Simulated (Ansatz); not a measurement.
CsCl-type NiAl

These are PBEsol-D3(BJ) in Ansatz (plane waves, PAW) values and carry that method's errors.

Numerical settings: plane-wave cutoff 520 eV, 20×20×20 k mesh, Fermi–Dirac smearing 0.05 eV, no spin polarisation, scalar-relativistic PAW data made under PBE.

Cell (relaxed at this level):

```
AlNi
1.0
    2.83120     0.00000     0.00000
    0.00000     2.83120     0.00000
    0.00000     0.00000     2.83120
Al Ni
1 1
Direct
  0.50000   0.50000   0.50000
  0.00000   0.00000   0.00000
```

```
Quantity                                           Result
------------------------------------------  -------------
bulk modulus                                      186 GPa
band gap                                    zero (no gap)
pressure derivative B′ of the bulk modulus            4.4
```

Measured, for comparison: bulk modulus 156 GPa (room temperature, no zero-point or thermal correction; as tabulated in Yamada et al. (2019), arXiv:1910.09660). Computed (rounded) less measured: bulk modulus +19 %.

The computed numbers hold no vibrational or temperature effects.

Ansatz is an electronic-structure program.
